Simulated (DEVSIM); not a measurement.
Device: Schottky contact on n-type β-Ga2O3, at 450 K.

Layer 1 from the left is β-Ga2O3, thickness (μm) 3.00, Nd (cm⁻³) 2.8e17, τn (s) 3.9e-10, τp (s) 3.9e-10.

Left contact: Schottky, work function 4.79 eV, emission velocity 6.4e6 cm/s. Right contact: ohmic. Voltage is applied to the left contact. Recombination: SRH at mid-gap, Auger. Mobility is μmin + (μ − μmin)/(1 + (N/Nref)^α).

This is a model device: material constants are rounded textbook-type values typed into the input, and sizes, dopings and lifetimes were drawn at random. Values at 300 K; Nc and Nv go as T^1.5, mobilities as T to minus their exponent, the gap by Varshni's rule with the affinity fixed.

β-Ga2O3: gap (eV) 4.8, affinity (eV) 4, permittivity 10, Nc (cm⁻³) 3.7e18, Nv (cm⁻³) 5e20, μn (cm²/Vs) 160, μp (cm²/Vs) 1, μn,min 20, μp,min 0.1, Nref,n 1e18, Nref,p 1e18, αn 0.8, αp 0.8, T exponent of μn 1.8, T exponent of μp 1.5, Cn (cm⁶/s) 1e-31, Cp (cm⁶/s) 1e-31, Varshni α (eV/K) 0.0004, Varshni β (K) 600.

Simulated with DEVSIM: 1D drift-diffusion, Boltzmann statistics, complete ionisation; no tunnelling, impact ionisation, image-force lowering or self-heating. Metal contacts follow the ideal Schottky-Mott rule: no Fermi-level pinning, no interface dipoles.

Dark forward current:

```
|V| (V)  |J| (A/cm²)
-------  -----------
0.05         0.01804
0.10         0.08224
0.15          0.3106
0.20           1.119
0.25           3.950
0.30           13.57
0.35           43.74
0.40           122.6
0.45           277.9
0.50           510.4
0.55           801.1
0.60            1132
0.65            1489
0.70            1865
0.75            2254
```

Problem. Work out the local ideality factor n = ΔV / (kT/q · ln(J2/J1)) between the rows 0.20 and 0.25 V, 0.70 and 0.75 V.

Solution. kT/q = 38.78 mV. From 0.20 to 0.25 V: ln(3.950/1.119) = 1.261, n = 1.02, near the 1 of diffusion or emission over a barrier. From 0.70 to 0.75 V: ln(2254/1865) = 0.189, n = 6.81; the layers' resistance at their doping, Σ W/(qμN) = 0.00011 Ω cm², would take 44 mV of this step of 50 mV.

Problem. Estimate the current at 0.25 V for emission alone, J0 = q v N_band exp(−φB/kT), and read the barrier back from the simulated current.

Solution. φB = 0.790 eV, N_band = 6.80e18 cm⁻³, J0 = 0.00991 A/cm²; J = J0 (exp(qV/kT) − 1) = 6.24 A/cm². The simulation gives 3.95 A/cm²; the estimate lies 58 % above. Read backwards, the simulated current gives an apparent barrier of 0.808 eV. The estimate leaves out transport through the depletion region and minority injection.
